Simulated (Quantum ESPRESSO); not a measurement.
Worked example: self-consistent single point of a (001) slab of LiF (cut from a parent of space group no. 225; 8 atoms in the cell) in Quantum ESPRESSO.

Computed with PBE, GBRV 1.5 ultrasoft (PBE) pseudopotentials (plane waves; Quantum ESPRESSO 7.5).

```
LiF
1.0
    2.85819     0.00000     0.00000
   -2.85819     2.85819     0.00000
    0.00000     0.00000    20.06311
F Li
4 4
Cartesian
 -1.42909   1.42909   9.02102
  0.00000   0.00000   7.00000
 -1.42909   1.42909  13.06311
  0.00000   0.00000  11.04210
  0.00000   0.00000   9.02102
 -1.42909   1.42909   7.00000
  0.00000   0.00000  13.06311
 -1.42909   1.42909  11.04210
```

Reference input (self-consistent single point, DFT, PBE, plane waves, GBRV 1.5 ultrasoft (PBE) pseudopotentials): ecutwfc = 40 Ry; ecutrho = 200 Ry; occupations = smearing; smearing = fermi-dirac; degauss = 0.0036749 Ry; mixing_mode = local-TF; potentials = {F: f_pbe_v1.4.uspp.F.UPF, Li: li_pbe_v1.4.uspp.F.UPF}; K_POINTS = automatic 5 5 1 0 0 0; conv_thr = 1e-08 Ry; mixing_beta = 0.3. This run's input differs from it in these lines:

```diff
@@ -13,4 +13,4 @@
    ntyp = 2
-   ecutwfc = 40
-   ecutrho = 200
+   ecutwfc = 80
+   ecutrho = 400
    occupations = 'smearing'
```

The program printed (abridged):

```
     Self-consistent Calculation

     iteration #  1     ecut=    80.00 Ry     beta= 0.30

---- Real-time Memory Report at c_bands before calling an iterative solver
           211 MiB given to the printing process from OS
           122 MiB allocation reported by mallinfo(arena+hblkhd)
------------------

     Threshold (ethr) on eigenvalues was too large:
     Diagonalizing with lowered threshold

---- Real-time Memory Report at c_bands before calling an iterative solver
           269 MiB given to the printing process from OS
           137 MiB allocation reported by mallinfo(arena+hblkhd)
------------------

   [... lines left out ...]
           336 MiB given to the printing process from OS
           214 MiB allocation reported by mallinfo(arena+hblkhd)
------------------

     negative rho (up, down):  7.195E-05 0.000E+00

     total energy              =    -253.43734139 Ry
     estimated scf accuracy    <       0.00000001 Ry

     iteration # 21     ecut=    80.00 Ry     beta= 0.30

---- Real-time Memory Report at c_bands before calling an iterative solver
           336 MiB given to the printing process from OS
           214 MiB allocation reported by mallinfo(arena+hblkhd)
------------------

     negative rho (up, down):  6.226E-05 0.000E+00
     End of self-consistent calculation

     the Fermi energy is    -0.1822 ev

!    total energy              =    -253.43734139 Ry
     estimated scf accuracy    <          4.1E-09 Ry
     smearing contrib. (-TS)   =       0.00000000 Ry
     internal energy E=F+TS    =    -253.43734139 Ry

     convergence has been achieved in  21 iterations

     Forces acting on atoms (cartesian axes, Ry/au):

     atom    1 type  1   force =     0.00000000   -0.00000000   -0.00051386
     atom    2 type  1   force =     0.00000000   -0.00000000   -0.01304175
     atom    3 type  1   force =     0.00000000   -0.00000000    0.01304175
     atom    4 type  1   force =     0.00000000    0.00000000    0.00051386
     atom    5 type  2   force =     0.00000000   -0.00000000   -0.00042672
   [... lines left out ...]

     Total force =     0.024552     Total SCF correction =     0.000100

          total   stress  (Ry/bohr**3)                   (kbar)     P=       -5.55
  -0.00006599   0.00000000   0.00000000           -9.71        0.00        0.00
   0.00000000  -0.00006599   0.00000000            0.00       -9.71        0.00
   0.00000000   0.00000000   0.00001886            0.00        0.00        2.77

   JOB DONE.
```

The run converged in 21 iterations. Against the reference run the free energy drops by 2.1 meV/atom, the largest force moves little (0.336 to 0.335 eV/Å) and the gap on the mesh goes from 6.398 to 6.428 eV.

The starting cell has typed, rounded lattice constants, without a prior relaxation at this level. The slab is cut from that crystal, and its faces are unrelaxed. Its lattice was rescaled by up to half a per cent. Spin polarisation is off, though cut faces can carry moments; a gap of a slab can lie between surface states.

Cost on one core of a shared machine: roughly 2 min.
